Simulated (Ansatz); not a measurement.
An Ansatz (a first-principles code) input (Ansatz, PBE, PAW, cutoff 420 eV, without spin-orbit coupling):

Ansatz 0.2 input:
```yaml
crystal:
  lattice:
    - [3.1302308457, 0, 0]
    - [-1.5651154228, 2.7108594321, 0]
    - [0, 0, 5.1083310272]
  atoms:
    - { symbol: Al, position: [0.3333333333, 0.6666666667, 0.0002312061] }
    - { symbol: Al, position: [0.6666666667, 0.3333333333, 0.5002312061] }
    - { symbol: N, position: [0.3333333333, 0.6666666667, 0.3817687939] }
    - { symbol: N, position: [0.6666666667, 0.3333333333, 0.8817687939] }
basis: { ecutwfc: 420, ecutrho_ratio: 4, xc_grid: 2, fft_grid_basis: typed }
kpoints: { mp_grid: { grid: [12, 12, 7] } }
hamiltonian:
  xc: pbe
  dispersion: none
  pseudopotentials: { kind: paw }
scf: { occupations: { method: fermi_dirac, width: 0.05 }, convergence: { dr2_threshold: 0.0000000004 } }
relax: { f_tol: 0.005, max_steps: 50 }
output: { forces: true, stress: true }
checkpoint: { write: state.ck, write_every: 1000 }
```

Which symmetry and how many k-points will the program report, and about how many plane waves at Γ?

Space group P63mc (ITA 186) with 12 operations, k-points 76 of 1008, and 845 plane waves at Γ.

And the final pressure?

-3.15 GPa (compression positive).

The cells carry an imposed strain or load. Whether these cells are dynamically stable was not tested. The cell was made from AlN in the wurtzite structure (space group P6_3mc, No. 186) by this change: uniaxial strain ε_zz = +1.80 %.
